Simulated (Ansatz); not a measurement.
The structure below was relaxed with PBE (Ansatz, a first-principles code, PAW, no SOC), at pressure 1.5 GPa.

```yaml
crystal:
  lattice:
    - [4.19294, 0.00000, 0.00000]
    - [0.00000, 4.19294, 0.00000]
    - [0.00000, 0.00000, 4.19294]
  atoms:
    - { symbol: Ba, position: [0.00000, 0.00000, 0.00000] }
    - { symbol: Hf, position: [0.50000, 0.50000, 0.50000] }
    - { symbol: O, position: [0.50000, 0.00000, 0.50000] }
    - { symbol: O, position: [0.00000, 0.50000, 0.50000] }
    - { symbol: O, position: [0.50000, 0.50000, 0.00000] }
```

Problem. Find the space group and the Wyckoff positions.

Solution. Space group Pm-3m (No. 221); a = 4.1929 Å, b = 4.1929 Å, c = 4.1929 Å, α = 90.00°, β = 90.00°, γ = 90.00°

```
atom  site  symmetry       x       y       z
----  ----  --------  ------  ------  ------
Ba      1a      m-3m  0.0000  0.0000  0.0000
Hf      1b      m-3m  0.5000  0.5000  0.5000
O       3c    4/mm.m  0.0000  0.5000  0.5000
```

Problem. Describe the coordination.

Solution. The crystal has 5 atoms in its conventional cell. Conventional cell: a = b = c = 4.1929 Å, α = β = γ = 90.00°. Ba is surrounded by 12 O at 2.965 Å (cuboctahedral). Hf is coordinated by 6 O at 2.096 Å (octahedral). O is surrounded by 2 Hf at 2.096 Å and 4 Ba at 2.965 Å (octahedral). (Neighbours: up to the widest gap in distance over summed covalent radii, below 1.35, at either atom; cation-cation and far metal-metal contacts left out.)

Spin-orbit coupling, missing from the scalar runs, can matter with Hf. Load acts through the strain it causes; cell and atoms are relaxed under it. No phonon test of stability was made. The cell was made from BaHfO3 in the cubic perovskite structure (space group Pm-3m, No. 221) by this change: pressure 1.5 GPa.
